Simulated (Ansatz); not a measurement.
The reference is ZnSiP2 in the chalcopyrite structure (space group I-42d, No. 122; a = 5.419 Å, c = 10.540 Å). Axes: x, y, z lie along a, b, c of the conventional cell.

The values are results of PBE/PAW in Ansatz (a program for electronic structure), no SOC, not measurements.

Base values:

| Item | Result |
|---|---|
| Pressure | 0.00 GPa |
| Hole mass | 0.16 mₑ along c, 0.40 mₑ across (at Γ) |

The change: compressive biaxial strain of 0.75 % in the plane normal to [001], as in epitaxy on a mismatched substrate; the out-of-plane cell vector and the atoms relax.

### Question
Predict the new out-of-plane strain, pressure and hole mass.

### Answer
The out-of-plane strain is +0.69 %; the pressure (mean of the normal stresses, compression positive) goes from zero to 0.69 GPa; the hole mass goes from 0.16 mₑ along c, 0.40 mₑ across (at Γ) to 0.16 mₑ out of plane, 0.41 mₑ in plane (at Γ).

The levels and masses belong to the bands next to the band gap. Masses are band curvatures over ±0.01 Å⁻¹ around the edge. No phonon test of stability was made.
